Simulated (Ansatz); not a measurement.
# Cost against accuracy: basis.ecutwfc for ScF3 (R-3, 8 atoms in the cell)

Cell: a = 5.3037 Å, b = 5.3037 Å, c = 5.3037 Å, α = 54.83°, β = 54.83°, γ = 54.83°.

Method of the run: PBE (plane waves, PAW; Ansatz, a quantum-chemistry and plane-wave program).

Base settings: basis.ecutwfc = 420 eV; kpoints.mp_grid.grid = 6 6 6; kpoints.mp_grid.shift = 0.5 0.5 0.5; hamiltonian.xc = pbe; hamiltonian.pseudopotentials = {kind: paw} (the program's default PAW files); scf.occupations.method = fermi_dirac; scf.occupations.width = 0.1 eV.

Misses are taken against the tightest run, 840 eV, which need not be fully converged itself. The energy is the free energy per atom.

The count of work is k-points × plane waves × bands × iterations; it is no time, and leaves out set-up, grids and terms that scale otherwise. 

Ansatz's pressure holds its estimate of the finite-basis (Pulay) stress, which hides part of the cutoff error; the uncorrected pressure shows it.

The starting cell was generated: these elements placed on a structure prototype, without a prior relaxation; it need not be a known phase or ordering of this composition. In the base run, with a pressure of about 13 GPa the cell is away from its equilibrium volume at this level. In the base run, forces exceed 1 eV/Å. Ansatz's pressure includes its estimate of the finite-basis (Pulay) stress.

The runs (basis.ecutwfc): 170 eV | 210 eV | 250 eV | 295 eV | 335 eV | 380 eV | 420 eV | 485 eV | 545 eV | 630 eV | 735 eV | 840 eV.

**Question.** Which is the coarsest setting among those run that, with all tighter ones, holds the energy within 2 meV/atom of the reference, and what does it save?

**Answer.** 485 eV, off by 1.6 meV/atom; it needs 0.44 of the reference's count of work.

**Question.** Which is the coarsest setting among those run that, with all tighter ones, holds the energy within 1 meV/atom of the reference, and what does it save?

**Answer.** 630 eV, off by 0.65 meV/atom; its saving against the reference is no more than about a factor of 2 in the count of work.

**Question.** What does the step from 170 eV to 380 eV buy?

**Answer.** It takes the miss in the energy from 18000 to 26 meV/atom, for 3.0 times the count of work.

| basis.ecutwfc | energy less reference (meV/atom) | pressure less reference (GPa) | largest difference in the force on any atom (eV/Å) | uncorrected pressure less reference (GPa) | count of work / reference |
|---|---|---|---|---|---|
| 170 eV | 18208.03 | 28.59 | 3.819 | -682.59 | 0.12 |
| 210 eV | 6450.22 | 0.00 | 0.424 | -329.45 | 0.17 |
| 250 eV | 2200.58 | -6.21 | 0.476 | -146.34 | 0.22 |
| 295 eV | 594.85 | -1.49 | 0.091 | -51.71 | 0.24 |
| 335 eV | 154.77 | 0.07 | 0.019 | -17.13 | 0.29 |
| 380 eV | 26.27 | 0.03 | 0.009 | -3.81 | 0.36 |
| 420 eV | 4.76 | 0.02 | 0.002 | -0.67 | 0.35 |
| 485 eV | 1.63 | 0.03 | 0.000 | 0.06 | 0.44 |
| 545 eV | 1.23 | 0.02 | 0.000 | 0.01 | 0.52 |
| 630 eV | 0.65 | 0.01 | 0.000 | 0.03 | 0.65 |
| 735 eV | 0.48 | 0.00 | 0.000 | 0.02 | 0.81 |
| 840 eV | 0.00 | 0.00 | 0.000 | 0.00 | 1.0 |

Keys are those of Ansatz 0.2.
